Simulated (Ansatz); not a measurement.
S on the 1x1 (111) surface of fcc Cu, one in a 2x1 cell, energies for each (11.4 Å²). Energies are against ⅛ S8(g), without zero-point or thermal terms; each row is named by its start.

All values below come from PBE (plane waves to 420 eV, PAW; Ansatz, an electronic-structure program).

Model: 9-atom slab, 6.2 Å thick at the start under the adsorbate (thin: gaps and levels are the slab's own), 6x12x1 mesh, Fermi-Dirac 0.1 eV, dipole correction, 4 atoms held, the rest relaxed; each run with such symmetry as its start has; spin-polarised, no spin-orbit, no U, no dispersion correction.

A negative adsorption energy means that the adsorbate is more stable on the surface than in its reference. Starts that drift may end in the same place. Heights count from the host atoms within 0.3 Å of the top one.

```json
[
 {"starting site": "top Cu", "E_ads (eV)": "-0.64", "height (Å)": "1.77", "nearest host atom (Å)": "Cu 2.25", "bonded to": "3 Cu", "Δ work function (eV)": "0.65", "lateral drift (Å)": "1.3", "moment (μB)": "0.0"},
 {"starting site": "hollow Cu-Cu-Cu over Cu at depth 2.1 Å", "E_ads (eV)": "-0.64", "height (Å)": "1.77", "nearest host atom (Å)": "Cu 2.25", "bonded to": "3 Cu", "Δ work function (eV)": "0.65", "lateral drift (Å)": "0.2", "moment (μB)": "0.0"},
 {"starting site": "hollow Cu-Cu-Cu over Cu at depth 4.1 Å", "E_ads (eV)": "-0.65", "height (Å)": "1.76", "nearest host atom (Å)": "Cu 2.25", "bonded to": "3 Cu", "Δ work function (eV)": "0.64", "lateral drift (Å)": "0.1", "moment (μB)": "0.0"},
 {"starting site": "bridge Cu-Cu (span 2.6 Å)", "E_ads (eV)": "-0.65", "height (Å)": "1.76", "nearest host atom (Å)": "Cu 2.25", "bonded to": "3 Cu", "Δ work function (eV)": "0.64", "lateral drift (Å)": "0.9", "moment (μB)": "0.0"}
]
```
